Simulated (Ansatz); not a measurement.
The (10-10) face of hcp Be can be cut between different planes. Symmetric, stoichiometric slabs relaxed in the 1x1 cell (8.1 Å²): top plane Be, 0.65 Å over the next in the ideal cut; top plane Be, 1.31 Å over the next in the ideal cut.

Computed with PBE (plane waves to 420 eV, PAW; Ansatz, a quantum-chemistry and plane-wave program).

Q: Order them by surface energy (lowest first) at the level PBE.

A: the cut with an outer spacing of 0.65 Å (1.92 J/m²), the cut with an outer spacing of 1.31 Å (3.39 J/m²)
